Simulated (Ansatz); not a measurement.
Take ZrS$_{2}$ in the CdI2 type structure (space group P-3m1, No. 164; a = 3.635 Å, c = 5.720 Å; layered, stacked along the Cartesian z axis) as the base.

Perturbation: an isotropic linear strain of +1.10 %, atoms relaxed at fixed cell.

Levels (all Ansatz, an electronic-structure program, PAW): PBE-D3(BJ) (420 eV, scalar-relativistic without spin-orbit coupling); PBE+SOC (420 eV, noncollinear with spin-orbit coupling).

The geometry is relaxed with PBE-D3(BJ).

| Quantity | Result |
|---|---|
| PBE-D3(BJ) lowest conduction level above the VBM at special points | L 0.80 eV; M 0.98 eV; A 1.38 eV; Γ 1.43 eV |
| PBE-D3(BJ) smallest direct gap | 1.43 eV |

### Question
What does PBE+SOC give at this geometry for the lowest conduction level above the VBM at special points, valence-band top at Γ and smallest direct gap?

### Answer
The lowest conduction level above the VBM at special points becomes L 0.79 eV; M 0.97 eV; A 1.37 eV; Γ 1.42 eV (PBE-D3(BJ): L 0.80 eV; M 0.98 eV; A 1.38 eV; Γ 1.43 eV); the valence-band top at Γ (three highest Kramers pairs, from the VBM) is 0.00, -0.21, -0.30 eV; the smallest direct gap falls by 0.01 eV to 1.42 eV.

Single points use the geometry relaxed with PBE-D3(BJ). The spin-orbit shifts are approximate. Whether these cells are dynamically stable was not tested.
